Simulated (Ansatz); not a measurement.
# (5,0) GaN nanotube

Levels: PBE (plane waves to 420 eV, PAW; Ansatz, a program for electronic structure); PBE with spin-orbit coupling in Ansatz; r2SCAN (plane waves to 500 eV, PAW; Ansatz); HSE06 (Ansatz). Unmarked values and the geometry are of the first. Mesh 1×1×6. No spin polarisation. Isolated but for its images some 11 Å away. A hypothetical model, rolled from the flat sheet. It keeps the symmetry and period of its start, so it need not be a minimum against all distortions. HSE06 ran on a 1×1×4 mesh and at PBE's edge points.

| Property | Result |
|---|---|
| period along the axis (20 atoms) | 5.460 Å |
| mean diameter | 5.35 Å |
| radii of the innermost and outermost atoms | 2.57 and 2.78 Å |
| energy over the flat sheet | +161 meV/atom |
| PBE gap | 1.76 eV, direct at Γ |
| electron mass along the axis (PBE) | 0.23 mₑ |
| hole mass along the axis (PBE) | 3.6 mₑ |
| valence and conduction edges under the vacuum level (PBE) | 5.62 and 3.86 eV |
| PBE+SOC gap at this geometry | 1.76 eV |
| r2SCAN gap at this geometry | 2.14 eV |
| HSE06 gap at this geometry | 2.98 eV |

```
CELL_PARAMETERS angstrom
     16.50000     0.00000     0.00000
      0.00000    16.00000     0.00000
      0.00000     0.00000     5.45998
ATOMIC_POSITIONS crystal
  Ga 0.65593 0.50000 0.66955
  N  0.63621 0.60206 0.83045
  N  0.66837 0.50000 0.33045
  Ga 0.54819 0.65294 0.66955
  N  0.44797 0.66513 0.83045
  Ga 0.62615 0.59452 0.16955
  N  0.55203 0.66513 0.33045
  Ga 0.37385 0.59452 0.66955
  N  0.33163 0.50000 0.83045
  Ga 0.45181 0.65294 0.16955
  N  0.36379 0.60206 0.33045
  Ga 0.37385 0.40548 0.66955
  N  0.44797 0.33487 0.83045
  Ga 0.34407 0.50000 0.16955
  N  0.36379 0.39794 0.33045
  Ga 0.54819 0.34706 0.66955
  N  0.63621 0.39794 0.83045
  Ga 0.45181 0.34706 0.16955
  N  0.55203 0.33487 0.33045
  Ga 0.62615 0.40548 0.16955
```
